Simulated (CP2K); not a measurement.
Band structure of ZnHg₃ (Fm-3m, 4 atoms in the cell).

```
CELL_PARAMETERS angstrom
      5.20109     0.00000     0.00000
      2.60054     4.50427     0.00000
      2.60054     1.50143     4.24667
ATOMIC_POSITIONS crystal
  Zn 0.00000 0.00000 0.00000
  Hg 0.25000 0.25000 0.25000
  Hg 0.75000 0.75000 0.75000
  Hg 0.50000 0.50000 0.50000
```

Method: PBEsol, GPW, DZVP-MOLOPT-SR-GTH basis, GTH-PBE potentials (GTH_POTENTIALS) run with CP2K 2026.2.

Settings: CUTOFF = 600 Ry; REL_CUTOFF = 60 Ry; SMEAR/METHOD = GAUSSIAN; SIGMA = 0.2 eV; KPOINTS/SCHEME = MONKHORST-PACK 8 8 8; GAMMA_CENTERED = T; XC_FUNCTIONAL = PBE:PBESOL; Zn/BASIS_SET = DZVP-MOLOPT-SR-GTH-q12; Zn/POTENTIAL = GTH-PBE-q12; Hg/BASIS_SET = DZVP-MOLOPT-SR-GTH-q12; Hg/POTENTIAL = GTH-PBE-q12; METHOD = GPW; EPS_DEFAULT = 1e-10; EXTRAPOLATION = USE_GUESS.

The starting cell comes from a database of computed structures (which also holds hypothetical and non-ambient phases and stackings), without a prior relaxation at this level. Its lattice was rescaled by a random factor within 2.5 % of one. Spin-orbit coupling is off. Values carry the incompleteness of an atom-centred basis. The potentials were made for another functional than the one used.

Levels in eV from the Fermi level, bands 21 to 26:
| point | 21 | 22 | 23 | 24 | 25 | 26 |
|---|---|---|---|---|---|---|
| Γ | -5.63 | -0.50 | -0.20 | 3.06 | 3.06 | 3.06 |
| X | -4.49 | -4.46 | -1.53 | -1.04 | -1.04 | -0.85 |
| W | -3.80 | -3.74 | -3.74 | -3.17 | 2.83 | 2.83 |
| K | -4.16 | -4.10 | -3.82 | -0.99 | -0.44 | 2.52 |
| L | -5.11 | -4.85 | -0.20 | -0.11 | 1.99 | 1.99 |
| U | -4.16 | -4.10 | -3.82 | -0.99 | -0.44 | 2.52 |

Bands cross the Fermi level along this path, so the cell is metallic at this level.

Higher empty bands are left out: an atom-centred basis made for the valence describes them poorly.
